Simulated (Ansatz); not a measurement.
Ansatz (a quantum-chemistry and plane-wave program), DFT, PBE, plane waves, its default PAW files: diamond-structure Si, 2 atoms. Basis and mesh were picked for this test and aren't claimed converged.

```json
{
 "cell": "3.84, 3.84, 3.84 Å; 60, 60, 60°",
 "task": "single point",
 "k mesh": "12×12×12",
 "hamiltonian.xc": "pbe",
 "kind_of_files": "paw",
 "scf.occupations.method": "fixed",
 "output.forces": "true",
 "accuracy": "medium (default)",
 "basis.precision": "auto (default)",
 "basis.xc_grid": "2 (default)",
 "scf.eigensolver.kind": "auto (default)",
 "scf.mixing.algorithm": "auto (default)",
 "scf.mixing.preconditioner": "auto (default)",
 "scf.convergence.dr2_threshold": "1e-07 (default)",
 "scf.lower_state_search": "light (default)",
 "k-points after symmetry": "72",
 "bands_at_the_start": "8",
 "electrons": "8",
 "plane waves at Γ": "749",
 "cutoff (eV)": "420",
 "FFT grid": "27×27×27",
 "symmetry_operations": "48"
}
```

Machine: one whole node, Arm Neoverse V2, 96 cores on 1 socket, no SMT, 1 L3 cache group.

Times are wall-clock medians of two to five repeats, from the common launch until the last copy ends, with nothing else on the machine. Processes are pinned to neighbouring cores unless said otherwise. Build: release build for Arm (Neoverse V2), one process with threads. Other compilers and libraries give other times. Scratch files lie in a memory file system.

Ways to fill 88 cores (the node offers 329 GiB):
- 88 threads, --max-ram 200GiB
- 2 copies of 44 threads, --max-ram 122880MiB
- 8 copies of 11 threads, --max-ram 30720MiB
- 44 copies of 2 threads, --max-ram 5120MiB
- 11 copies of 8 threads, --max-ram 21504MiB
- 22 copies of 4 threads, --max-ram 10240MiB
- 4 copies of 22 threads, --max-ram 61440MiB
- 88 copies of 1 thread, --max-ram 2560MiB

**Question.** For throughput over a long queue of such jobs, how should the node be filled?

**Answer.** 88 copies of 1 thread, --max-ram 2560MiB: 130000 jobs an hour; within 8 % of it: 44 copies of 2 threads, --max-ram 5120MiB. At the low end 88 threads, --max-ram 200GiB gives 13000.

```csv
way,time till all copies end,jobs an hour,"memory in all, scratch files included"
"88 copies of 1 thread, --max-ram 2560MiB",2.5 s,130000,5.0 GiB
"44 copies of 2 threads, --max-ram 5120MiB",1.3 s,120000,2.9 GiB
"22 copies of 4 threads, --max-ram 10240MiB",0.70 s,110000,1.9 GiB
"11 copies of 8 threads, --max-ram 21504MiB",0.41 s,96000,1.2 GiB
"8 copies of 11 threads, --max-ram 30720MiB",0.35 s,83000,0.99 GiB
"4 copies of 22 threads, --max-ram 61440MiB",0.26 s,55000,0.64 GiB
"2 copies of 44 threads, --max-ram 122880MiB",0.25 s,29000,0.47 GiB
"88 threads, --max-ram 200GiB",0.27 s,13000,0.46 GiB
```

Keys are those of Ansatz 0.2.
